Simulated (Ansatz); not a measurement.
Ti, response to strain

Consider Ti in the hcp (Mg type) structure (space group P6_3/mmc, No. 194; a = 2.936 Å, c = 4.640 Å; relaxed with 0.1 eV smearing). Axes: x lies along a and z along c of the hexagonal cell.

Strains are applied to the cell and any free atomic positions relax.

All numbers come from r2SCAN/PAW in Ansatz (a first-principles code), no spin-orbit coupling.

Notes on the quantities. energy relative to the base: free energy F.

```csv
uniaxial strain ε_xx (%),energy relative to the base (meV/atom)
0,0.0
0.5,0.2
1,0.9
1.5,2.1
2,?
2.5,5.7
3,8.1
```

### Question
Fit ΔE = Aε² + Bε³ (ε in %) to the rows shown and predict the withheld row.

### Answer
Least squares on the printed values gives A = 0.953 and B = -0.017 meV/atom (largest residual 0.0 meV/atom); this predicts 3.7 meV/atom, and the run gives 3.7 meV/atom, in agreement.

Whether these cells are dynamically stable was not tested. The final runs are not spin-polarised.
